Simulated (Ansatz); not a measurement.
# ZnAg, pressure series

Consider ZnAg in the CsCl type structure (space group Pm-3m, No. 221; a = 3.1175 Å).

Cell and atoms are relaxed at each pressure.

Computed with PBEsol, PAW, 420 eV (Ansatz, a quantum-chemistry and plane-wave program; no spin-orbit coupling).

Two rows of this table had their results exchanged by mistake.

```csv
pressure,volume per atom (Å³),shortest distance (Å),band gap
pressure −2 GPa,15.43,2.716,zero
pressure −1 GPa,14.96,2.688,zero
pressure 0.3 GPa,15.11,2.697,zero
pressure 0.7 GPa,15.06,2.694,zero
pressure 1.5 GPa,15.28,2.708,zero
pressure 3 GPa,14.78,2.678,zero
pressure 5 GPa,14.57,2.665,zero
pressure 7.5 GPa,14.32,2.650,zero
pressure 10 GPa,14.10,2.636,zero
```

Which two?

The rows for pressure −1 GPa and pressure 1.5 GPa: the volume has to fall steadily with pressure, so 15.28 Å³ belongs to pressure −1 GPa and 14.96 Å³ to pressure 1.5 GPa.

Load acts through the strain it causes; cell and atoms are relaxed under it. Stability against distortions was not tested. No other phases were tried under pressure.
